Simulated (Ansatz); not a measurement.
Consider Nb in the bcc (W type) structure (space group Im-3m, No. 229; relaxed with 0.1 eV smearing).

```
CELL_PARAMETERS angstrom
     -1.65223     1.65223     1.65223
      1.65223    -1.65223     1.65223
      1.65223     1.65223    -1.65223
ATOMIC_POSITIONS crystal
  Nb 0.00000 0.00000 0.00000
```

Computed with r2SCAN, PAW, 500 eV (Ansatz, an electronic-structure program; without spin-orbit coupling).

Base values:

The pressure comes out as 0.0 GPa.

Perturbation: an isotropic linear strain of +3.00 %; the atoms relax in the strained cell.

Task: Estimate the effect on the energy relative to the base.

Result: The energy increases by 73 meV/atom.

Task: What does the calculation give for the pressure after the change?

Result: The pressure goes from zero to -13.1 GPa.

No phonon test of stability was made. All final runs are without spin polarisation.
